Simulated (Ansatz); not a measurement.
Seebeck coefficient (μV/K, mean over directions) of p-type InP (F-43m) against carrier density, r2SCAN with spin-orbit coupling, rigid bands run with Ansatz (a quantum-chemistry and plane-wave program). Computed gap 1.00 eV; densities at which minority carriers matter at this gap, or further valleys turn the trend, are left out. Conductivity mass 0.57 mₑ (harmonic mean over directions), N_v = 2.5e19 cm⁻³ at 300 K.

```csv
hole density,300 K,500 K
1e16 cm⁻³,911,997
1e17 cm⁻³,713,___
1e18 cm⁻³,515,600
3e18 cm⁻³,422,___
1e19 cm⁻³,322,404
3e19 cm⁻³,236,___
1e20 cm⁻³,156,218
3e20 cm⁻³,95,142
1e21 cm⁻³,46,74
```

Problem. Some entries are withheld; supply them.

Solution. 
- 1e17 cm⁻³, 500 K: 799
- 3e18 cm⁻³, 500 K: 506
- 3e19 cm⁻³, 500 K: 312

Rigid bands with a gap fixed in temperature, one relaxation time for all states, no polarons or phonon drag, and whether or not such doping can be reached.
